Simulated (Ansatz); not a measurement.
Consider the formation energy of CdSe (zinc blende, F-43m) from the elements. Reaction: Se (P3₁21) + Cd (hcp) → CdSe (zinc blende). A negative value means that the right-hand side lies lower. The value is per atom of the solid.

CdSe (zinc blende, F-43m), 2 atoms in the cell, k-point mesh 10×10×10 on the run's own vectors.
```
CELL_PARAMETERS angstrom
      0.00000     3.05596     3.05596
      3.05596     0.00000     3.05596
      3.05596     3.05596     0.00000
ATOMIC_POSITIONS crystal
  Cd 0.00000 0.00000 0.00000
  Se 0.75000 0.75000 0.75000
```

Se (P3₁21), 3 atoms in the cell, k-point mesh 12×12×8 on the run's own vectors. Conventional cell: a = b = 4.0658 Å, c = 5.1300 Å, α = β = 90.00°, γ = 120.00°.

Cd (hcp, P6₃/mmc), 2 atoms in the cell, k-point mesh 24×24×10 on the run's own vectors. Conventional cell: a = 2.984 Å, b = 2.984 Å, c = 5.538 Å, α = 90.00°, β = 90.00°, γ = 120.00°.

All numbers come from Ansatz (an electronic-structure program), plane waves with PAW, its PAW set soft_1, cutoff 420 eV. The structures are at rest with PBE+D3(BJ); other levels are single points on them. HSE06 runs on coarser k-point meshes, mended by the PBE difference between the two meshes. Some cells are metallic or hold partly filled levels, where a hybrid on a coarse mesh is less sure. Neutral cells; Fermi-Dirac smearing of at most 0.10 eV in the solids, energies taken to zero width. The lattices are those relaxed with PBE+D3(BJ), so at other levels the solids can be strained, which adds to the spread. A dispersion term (D3(BJ), or D4 for r2SCAN) was computed beside these levels and is taken off wherever the name lacks it. Space groups of crystals are read within 0.01 Å. No zero-point or thermal terms.

Question: Predict the value from PBE+D3(BJ).

Answer: -0.56 eV/atom, for Se (P3₁21) + Cd (hcp) → CdSe (zinc blende).

Question: How does the value move with the functional?

Answer: 
```csv
Functional,value (eV/atom),less PBE+D3(BJ)
HSE06,-0.80,-0.24
```

The levels shown span 0.24 eV/atom, from HSE06 (-0.80) to PBE+D3(BJ) (-0.56).
